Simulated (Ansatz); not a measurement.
The parent structure is C in the diamond structure (space group Fd-3m, No. 227; a = 3.560 Å).

All numbers come from plane-wave PAW DFT at the r2SCAN level (Ansatz, a first-principles code, 500 eV), no SOC.

One change was made to it. Results:

| quantity | base | after |
|---|---|---|
| band gap | 4.36 eV | zero |
| lattice parameter a | 3.560 Å | 6.567 Å |

Problem. What was done to the base?
A. C → H
B. C → Sn
C. C → Ge

Solution. B, C → Sn. For comparison, the lattice parameter a in the other runs: C → Ge gives 5.674 Å; C → H gives 2.993 Å.

No phonon test of stability was made. As relaxed here, H is a hypothetical phase, not in the database extracts checked.
